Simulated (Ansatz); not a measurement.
A self-consistent single point of Yb (Fm-3m, 1 atom in the cell) with Ansatz (a program for electronic structure).

Method of the run: PBE with spin-orbit coupling (plane waves, PAW; Ansatz).

```xyz
1
Lattice="0.0000 2.7382 2.7382 2.7382 0.0000 2.7382 2.7382 2.7382 0.0000" Properties=species:S:1:pos:R:3 pbc="T T T"
Yb     0.0000     0.0000     0.0000
```

Reference input (self-consistent single point, DFT, PBE, plane waves, default PAW files): kpoints.mp_grid.grid = 8 8 8; hamiltonian.xc = pbe; hamiltonian.pseudopotentials = {kind: paw} (the program's default PAW files); scf.occupations.method = fermi_dirac; scf.occupations.width = 0.0073 Ry. This run's input differs from it in these lines:

Ansatz 0.2 input:
```diff
@@ -12,2 +12,5 @@
   pseudopotentials: { kind: paw }
+magnetization:
+  noncollinear: true
+  spin_orbit: true
 scf:
```

Log, with long lists cut:

```
SCF iter   1: F=—  HF=-13810.958654 eV  |F-HF|=—  |Δ(HF+E_count)|=         —  Δρ=2.09e-2  dr2=1.31e-1  dr2_m=0.00e0 (ungated)  ethr=3.10e-3  |M|=0.00e0 ∫|m|=0.00e0 μB  |m|>n=0.0e0 m-floor=0.0e0 τ_xc=0.0e0  β_m=0.30  ⟨swp⟩=7.0  Hψ=2377  notcnv=0
all-band conjugate gradients solve this SCF's bands
preconditioner: auto → Kerker (q_TF=auto, 2.495 Å⁻¹)
spin=Noncollinear: Kerker preconditioning applied to the charge; magnetization (m_x, m_y, m_z) channels mix plain (no charge-response kernel on spin).
   [... lines left out ...]
SCF iter  12: F=—  HF=-13810.959831 eV  |F-HF|=—  |Δ(HF+E_count)|=   4.45e-7  Δρ=7.69e-5  dr2=2.00e-6  dr2_m=0.00e0 (ungated)  ethr=4.34e-9  |M|=0.00e0 ∫|m|=0.00e0 μB  |m|>n=0.0e0 m-floor=0.0e0 τ_xc=0.0e0  β_m=0.93  ⟨swp⟩=1.9  Hψ=636  notcnv=0  defer=2
SCF iter  13: F=-13810.959831 eV  HF=-13810.959831 eV  |F-HF|=5.22e-8  |Δ(HF+E_count)|=   1.02e-7  Δρ=1.10e-5  dr2=4.12e-8  dr2_m=0.00e0 (ungated)  ethr=4.17e-10  |M|=0.00e0 ∫|m|=0.00e0 μB  |m|>n=0.0e0 m-floor=0.0e0 τ_xc=0.0e0  ⟨swp⟩=4.5  Hψ=2159  notcnv=0
SCF 1 converged in 13 iterations: F = -13810.959831 eV  dr2 = 4.12e-8
Magnetization: |M| = 0.0000 μB,  M = (+0.0000, +0.0000, +0.0000) μB
Absolute magnetization: 0.0000 μB (∫|m|)
  site 0: m = (+0.0000, +0.0000, +0.0000) μB, |m| = 0.0000 μB  (R = 1.60 Å)
Free energy (F): -13810.959831 eV
Internal energy: -13810.835229 eV  (E = F + TS)
E sigma→0 (E₀):  -13810.897530 eV
Entropy (-TS):   -0.124602 eV (-124.602 meV/atom)
Fermi energy:    9.149987 eV
--- Forces (eV/Å), atoms counted from 1 ---
  atom   1  Yb     0.00000000    -0.00000000     0.00000000
--- Stress (GPa, compression-positive) ---
       -2.532950      -0.000000       0.000000
        0.000000      -2.532950      -0.000000
        0.000000       0.000000      -2.532950
  P = ⅓ Tr σ = -2.5329 GPa (-25.329 kbar)
  The stress holds the Pulay correction. Without it, at fixed plane waves, as pw.x and ABINIT print it: P = -2.5684 GPa
```

The run converged in 13 iterations. Against the reference run the pressure goes from -1.98 to -2.53 GPa.

The starting cell comes from a database of computed structures (which also holds hypothetical and non-ambient phases and stackings), without a prior relaxation at this level. Its lattice was rescaled by a random factor within 2.5 % of one. Ansatz's pressure includes its estimate of the finite-basis (Pulay) stress.
